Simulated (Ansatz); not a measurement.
Start from Li in the bcc (W type) structure (space group Im-3m, No. 229; a = 3.476 Å).

Calculations: r2SCAN (Ansatz, an electronic-structure program), no spin-orbit coupling, earlier PAW set.

For the base:

Lattice parameter a: 3.476 Å

It is then changed as follows: every Li is replaced by Lu; the structure is relaxed again.

Tabulated Pauling electronegativity and covalent radius: Li 0.98, 1.28 Å; Lu 1.27, 1.87 Å.

Estimate the effect on the lattice parameter a.

The lattice parameter a goes up by 0.418 Å (3.476 Å → 3.894 Å).

Stability against distortions was not tested. For Lu in this form, whether it has been made was not checked. The final runs are not spin-polarised. This is not the structure that Lu has at room temperature and ambient pressure.
